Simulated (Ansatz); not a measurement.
**Pressure series in ZrIr2**

The reference is ZrIr2 in the cubic Laves (MgCu2 type) structure (space group Fd-3m, No. 227).

```yaml
crystal:
  lattice:
    - [0.00000, 3.67323, 3.67323]
    - [3.67323, 0.00000, 3.67323]
    - [3.67323, 3.67323, 0.00000]
  atoms:
    - { symbol: Zr, position: [0.50000, 0.50000, 0.50000] }
    - { symbol: Zr, position: [0.75000, 0.75000, 0.75000] }
    - { symbol: Ir, position: [0.62500, 0.12500, 0.12500] }
    - { symbol: Ir, position: [0.12500, 0.12500, 0.62500] }
    - { symbol: Ir, position: [0.12500, 0.62500, 0.12500] }
    - { symbol: Ir, position: [0.12500, 0.12500, 0.12500] }
```

Cell and atoms are relaxed at each pressure.

Method: PBEsol (Ansatz, an electronic-structure program, PAW, no spin-orbit coupling).

Notes on the quantities. enthalpy: H = E + PV relative to the base's energy.

```json
[
 {"change": "base", "density": "15.94 g/cm³", "enthalpy": "–", "shortest interatomic distance": "2.597 Å"},
 {"change": "pressure −2 GPa", "density": "15.82 g/cm³", "enthalpy": "-0.21 eV/atom", "shortest interatomic distance": "2.604 Å"},
 {"change": "pressure −1 GPa", "density": "___", "enthalpy": "-0.10 eV/atom", "shortest interatomic distance": "___"},
 {"change": "pressure 0.3 GPa", "density": "15.95 g/cm³", "enthalpy": "+0.03 eV/atom", "shortest interatomic distance": "2.596 Å"},
 {"change": "pressure 0.7 GPa", "density": "15.98 g/cm³", "enthalpy": "+0.07 eV/atom", "shortest interatomic distance": "2.595 Å"},
 {"change": "pressure 1.5 GPa", "density": "16.02 g/cm³", "enthalpy": "+0.15 eV/atom", "shortest interatomic distance": "2.593 Å"},
 {"change": "pressure 3 GPa", "density": "16.11 g/cm³", "enthalpy": "+0.31 eV/atom", "shortest interatomic distance": "2.588 Å"},
 {"change": "pressure 5 GPa", "density": "16.22 g/cm³", "enthalpy": "+0.51 eV/atom", "shortest interatomic distance": "2.582 Å"},
 {"change": "pressure 7.5 GPa", "density": "16.36 g/cm³", "enthalpy": "+0.76 eV/atom", "shortest interatomic distance": "2.575 Å"},
 {"change": "pressure 10 GPa", "density": "16.49 g/cm³", "enthalpy": "+1.01 eV/atom", "shortest interatomic distance": "2.568 Å"}
]
```

**Question.** Fill in the withheld entries from the trend.

**Answer.** 
- pressure −1 GPa, density: 15.88 g/cm³
- pressure −1 GPa, shortest interatomic distance: 2.601 Å

Load acts through the strain it causes; cell and atoms are relaxed under it. Stability against distortions was not tested. No other phases were tried under pressure. The final runs are not spin-polarised.
